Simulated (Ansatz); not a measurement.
**Pressure series in BP**

The parent structure is BP in the zinc blende structure (space group F-43m, No. 216; a = 4.520 Å).

Cell and atoms are relaxed at each pressure.

Computed with PBEsol, PAW, 420 eV (Ansatz, a first-principles code; spin-orbit coupling left out).

Candidates:
(a) pressure 15 GPa
(b) pressure 9 GPa
(c) pressure 2.1 GPa
(d) pressure 0.9 GPa
(e) pressure 30 GPa

Base values:

The width of the top valence band is 5.60 eV.

Question: Order them by width of the top valence band, highest first.

Answer: (e) pressure 30 GPa (6.43 eV), (a) pressure 15 GPa (6.06 eV), (b) pressure 9 GPa (5.89 eV), (c) pressure 2.1 GPa (5.67 eV), (d) pressure 0.9 GPa (5.63 eV)

The levels and masses belong to the bands next to the band gap. Load acts through the strain it causes; cell and atoms are relaxed under it. Stability against distortions was not tested. No other phases were tried under pressure.
